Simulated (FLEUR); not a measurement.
A self-consistent single point of Y3Sn (Fm-3m, 4 atoms in the cell) with FLEUR.

Method of the run: PBEsol, all-electron FLAPW (FLEUR), scalar-relativistic valence.

```
Y3Sn
1.0
    0.00000     3.84606     3.84606
    3.84606     0.00000     3.84606
    3.84606     3.84606     0.00000
Y Sn
3 1
Direct
  0.00000   0.00000   0.00000
  0.25000   0.25000   0.25000
  0.75000   0.75000   0.75000
  0.50000   0.50000   0.50000
```

Reference input (self-consistent single point, DFT, PBEsol, all-electron FLAPW (FLEUR), scalar-relativistic valence): Kmax = 3.8 1/bohr; GmaxXC = 11.4 1/bohr; xcFunctional = PBEs; jspins = 1; l_soc = F; mode = hist; fermiSmearingEnergy = 0.00367493 Htr; mesh (inpgen div1-3) = 4 4 4; inpgen gamma flag = false; Gmax = 11.4 1/bohr; numbands = 0; maxIterBroyd = 40. This run's input differs from it in these lines:

```diff
@@ -17,3 +17,3 @@
 &exco xctyp='PBEs' /
-&kpt div1=4 div2=4 div3=4 /
+&kpt div1=2 div2=2 div3=2 /
 &end /
```

Output, abridged:

```
      Welcome to FLEUR        (www.flapw.de)
      MaX-Release 8.1          (www.max-centre.eu)
 bin size:            3
**************FLEUR-Error*****************
Error message: Bin size too small
Error occurred in subroutine: types_kpts%gen_bz
Error from PE:0/1
 Last known location:
```

The program stopped before any SCF iteration. 

The starting cell comes from a database of computed structures (which also holds hypothetical and non-ambient phases and stackings), without a prior relaxation at this level. Values depend on the basis (sphere radii, cutoffs, local orbitals), which need not be converged.
